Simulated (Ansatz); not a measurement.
Input and output of a zone-centre phonon calculation for Zr₃Au (Pm-3n, 8 atoms in the cell) (Ansatz, a program for electronic structure).

Method of the run: LDA (PW92), default PAW files made with PBE (plane waves; Ansatz).

```yaml
crystal:
  lattice:
    - [5.59901, 0.00000, 0.00000]
    - [0.00000, 5.59901, 0.00000]
    - [0.00000, 0.00000, 5.59901]
  atoms:
    - { symbol: Au, position: [0.00000, 0.00000, 0.00000] }
    - { symbol: Au, position: [0.50000, 0.50000, 0.50000] }
    - { symbol: Zr, position: [0.25000, 0.00000, 0.50000] }
    - { symbol: Zr, position: [0.50000, 0.75000, 0.00000] }
    - { symbol: Zr, position: [0.75000, 0.00000, 0.50000] }
    - { symbol: Zr, position: [0.50000, 0.25000, 0.00000] }
    - { symbol: Zr, position: [0.00000, 0.50000, 0.75000] }
    - { symbol: Zr, position: [0.00000, 0.50000, 0.25000] }
```

Reference input (self-consistent single point, DFT, r2SCAN, plane waves, default PAW files made with PBE): basis.ecutwfc = 500 eV; kpoints.mp_grid.grid = 4 4 4; kpoints.mp_grid.shift = 0.5 0.5 0.5; hamiltonian.xc = r2scan; hamiltonian.pseudopotentials = {kind: paw} (the program's default PAW files); scf.occupations.method = gaussian; scf.occupations.width = 0.136 eV. This run's input differs from it in these lines:

Ansatz 0.2 input:
```diff
@@ -16,3 +16,3 @@
 basis:
-  ecutwfc: 500.0 eV
+  ecutwfc: 420.0 eV
 kpoints:
@@ -22,3 +22,3 @@
 hamiltonian:
-  xc: r2scan
+  xc: lda
   pseudopotentials:
@@ -29,6 +29,6 @@
     width: 0.136 eV
-output:
-  forces: true
-  eigenvalues: true
-  stress: true
+  convergence:
+    dr2_threshold: 1.0e-04 eV
+phonons:
+  method: dfpt
```

Log, with long lists cut:

```
SCF iter   1: F=—  HF=-50197.424263 eV  |F-HF|=—  |Δ(HF+E_count)|=         —  Δρ=6.83e-3  dr2=3.56e-2  ethr=1.77e-3  ⟨swp⟩=4.4  Hψ=1648  notcnv=0
all-band conjugate gradients solve this SCF's bands
preconditioner: auto → Resta (q_TF=auto, 2.524 Å⁻¹)
SCF iter   2: F=—  HF=-50197.422272 eV  |F-HF|=—  |Δ(HF+E_count)|=   1.99e-3  Δρ=3.77e-3  dr2=1.12e-2  ethr=3.23e-5  ⟨swp⟩=2.0  Hψ=717  notcnv=0
   [... lines left out ...]
SCF iter   4: F=—  HF=-50197.420165 eV  |F-HF|=—  |Δ(HF+E_count)|=   2.48e-4  Δρ=2.34e-4  dr2=4.44e-5  ethr=1.45e-6  ⟨swp⟩=2.0  Hψ=583  notcnv=0
iter 5 did not close the SCF: its close was put off for the readings that it lacked (scf_convergence_deferred on its scf_iter line)
SCF iter   5: F=-50197.420164 eV  HF=-50197.420165 eV  |F-HF|=9.08e-7  |Δ(HF+E_count)|=   9.70e-8  Δρ=4.89e-5  dr2=3.49e-6  ethr=4.04e-8  ⟨swp⟩=2.0  Hψ=661  notcnv=0
SCF iter   6: F=-50197.420164 eV  HF=-50197.420164 eV  |F-HF|=9.85e-8  |Δ(HF+E_count)|=   2.58e-7  Δρ=1.30e-5  dr2=2.02e-7  ethr=3.17e-9  ⟨swp⟩=12.8  Hψ=3709  notcnv=0
SCF 1 converged in 6 iterations: F = -50197.420164 eV  dr2 = 2.02e-7
DFPT response loops at Γ: preconditioner auto → Kerker (q_TF=auto, 2.524 Å⁻¹) (partly filled bands, converged f_vac=0.000) …
Free energy (F): -50197.420164 eV
Internal energy: -50197.367191 eV  (E = F + TS)
E sigma→0 (E₀):  -50197.393678 eV
Entropy (-TS):   -0.052973 eV (-6.622 meV/atom)
Fermi energy:    14.592394 eV
--- Phonons (Γ-DFPT): 3 representative perturbations + reference, on 8 of 64 k-points (Σ response iterations 11) ---
  k mesh reduced under 4 symmetry operations, with k and −k counted as one. Each operation leaves every solved displacement unchanged or reverses it
  ASR residual: 4.937e-3 → 0.000e0 eV/Å²; symmetrization residual: 1.108e-6 eV/Å²
  ASR residual per site (eV/Å²): 4.94e-3 4.94e-3 1.70e-3 1.70e-3 1.70e-3 1.70e-3 1.70e-3 1.70e-3
  Γ frequencies (cm⁻¹): 0.00 0.00 0.00 74.23 74.23 74.23 85.69 85.69 85.69 93.08 93.08 93.08 104.28 104.28 104.28 118.92 118.92 118.92 136.12 136.12 136.12 215.14 215.14 221.02
  non-analytic LO–TO correction: not included (Born effective charges unavailable; polar crystals: no LO–TO splitting at Γ)
```

The run converged in 6 iterations.  The full log also holds: “iter 5 did not close the SCF: its close was put off for the readings that it lacked (scf_convergence_deferred on its scf_iter line)”.

Summary of the result:
- Free energy E − TS (on the zero of these files) = -50197.4202 eV
- Fermi level (on the code's own zero) = 14.59 eV
- Zone-centre frequencies (cm⁻¹; negative means imaginary) = 0, 0, 0, 74, 74, 74, 86, 86, 86, 93, 93, 93, 104, 104, 104, 119, 119, 119, 136, 136, 136, 215, 215, 221

The starting cell comes from a database of published, mostly measured structures (it also holds non-ambient and calculated ones), without a prior relaxation at this level. Its lattice was rescaled by a random factor within 2.5 % of one.

Cost on one core of a shared machine: roughly 40 s.
